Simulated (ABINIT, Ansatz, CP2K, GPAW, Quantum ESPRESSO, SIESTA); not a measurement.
One structure in several programs: GaSb (F-43m, 2 atoms in the cell)

Self-consistent single point.

```yaml
crystal:
  lattice:
    - [0.00000, 3.05572, 3.05572]
    - [3.05572, 0.00000, 3.05572]
    - [3.05572, 3.05572, 0.00000]
  atoms:
    - { symbol: Ga, position: [0.00000, 0.00000, 0.00000] }
    - { symbol: Sb, position: [0.75000, 0.75000, 0.75000] }
```

All programs got the same cell, k-point mesh and kind of occupations (in Ansatz's words: kpoints.mp_grid.grid = 9 9 9; scf.occupations.method = gaussian; scf.occupations.width = 0.0073 Ry); potentials, basis and cutoffs are each program's usual ones.

```tsv
code	model	pressure (GPa)	k-points	cutoff
Quantum ESPRESSO	PBE, PSlibrary PAW (PBE) pseudopotentials	2.42	35	70 Ry
SIESTA	GGA PBE, numerical atomic orbitals DZP, PseudoDojo PBE standard norm-conserving potentials (rewritten from UPF to PSML)	2.99	365	grid 400 Ry
CP2K	PBE, GPW, DZVP-MOLOPT-SR-GTH basis, GTH-PBE potentials (GTH_POTENTIALS)	3.05	365	grid 600 Ry
ABINIT	PBE, norm-conserving pseudopotentials (PseudoDojo nc-sr-05 PBE standard)	2.46	35	80 Ry
GPAW	PBE, GPAW PAW datasets PBE (gpaw-data 1.0.1)	2.46	35	550 eV
Ansatz	PBE, PAW files	2.49	35	30.9 Ry
```

No clean gap comes from Quantum ESPRESSO, SIESTA, CP2K, ABINIT and GPAW: levels at the Fermi energy touch, overlap or are partly filled at this smearing.

The spread over the programs that give each value: pressure within 0.63 GPa.

The starting cell comes from a database of computed structures (which also holds hypothetical and non-ambient phases and stackings), without a prior relaxation at this level. Its lattice was rescaled by a random factor within 2.5 % of one. On Ansatz's run: Spin-orbit coupling is off. A gap is left out here, as mesh or smearing make it unsure.

Why do the programs differ, and what cannot be compared?

Differences of this kind can come from the potentials, where these differ, and from what each basis and cutoff leave unconverged. The valence holds different numbers of electrons (Quantum ESPRESSO 18, SIESTA 28, CP2K 18, ABINIT 28, GPAW 18, Ansatz (a first-principles code) 28). The zero of total energies and Fermi levels follows the potentials and each program's conventions, so they are not compared here. SIESTA and CP2K use small atom-centred bases, whose incompleteness enters pressures, forces and empty levels differently from a plane-wave cutoff. Ansatz's pressure is given at a fixed set of plane waves, as the other plane-wave codes print theirs. Ansatz's smearing width was typed in Ry to four decimals, so it matches the others to a few per cent. The programs reduce the same mesh by symmetry to different extents, which changes the work and not the result.

Left out of this page: Elk (not drawn, or without a comparable value); FLEUR (with a known weakness of the program).

Keys are those of Ansatz 0.2.
